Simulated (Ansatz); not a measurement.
# HfS2, alloy series

Consider HfS₂ in the CdI2 type structure (space group P-3m1, No. 164; a = 3.606 Å, c = 5.768 Å; layered, stacked along the Cartesian z axis).

The other end (x = 1) is TaS₂ in the CdI2 type structure (space group P-3m1, No. 164; layered, stacked along the Cartesian z axis): 18.51 Å³/atom, gap zero.

Ta replaces a fraction x of Hf; each row is one arrangement (x, atoms in the cell, starting space group or random), fully relaxed.

All numbers come from Ansatz (a first-principles code) PBE-D3(BJ), no spin-orbit coupling.

Notes on the quantities. mixing energy: to 0.01 eV only: unlike meshes or grids.

| case | volume per atom | mixing energy |
|---|---|---|
| base | 21.65 Å³ | – |
| x(Ta) = 0.25, 12 atoms, P-1 | 20.69 Å³ | +0.03 eV/atom |
| x(Ta) = 0.333, 9 atoms, P-31m | 20.36 Å³ | +0.03 eV/atom |
| x(Ta) = 0.5, 6 atoms, P2/m | ___ | +0.03 eV/atom |
| x(Ta) = 0.667, 9 atoms, C2/m | 19.42 Å³ | +0.02 eV/atom |
| x(Ta) = 0.667, 9 atoms, R-3 | 19.38 Å³ | +0.03 eV/atom |
| x(Ta) = 0.75, 12 atoms, P2/m (arrangement B) | 19.25 Å³ | +0.01 eV/atom |
| x(Ta) = 0.75, 12 atoms, P2/m (arrangement A) | 19.19 Å³ | +0.02 eV/atom |

Question: Complete the table.

Answer: 
- x(Ta) = 0.5, 6 atoms, P2/m, volume per atom: 19.89 Å³

These are small ordered cells, not random alloys; other orderings at the same x differ. Spin-orbit coupling, missing from the scalar runs, can matter with Hf. Stability against distortions was not tested. The final runs are not spin-polarised. An odd electron count without spin: Hf3TaS8, TaS2, Hf2TaS6, HfTaS4 and HfTa3S8.
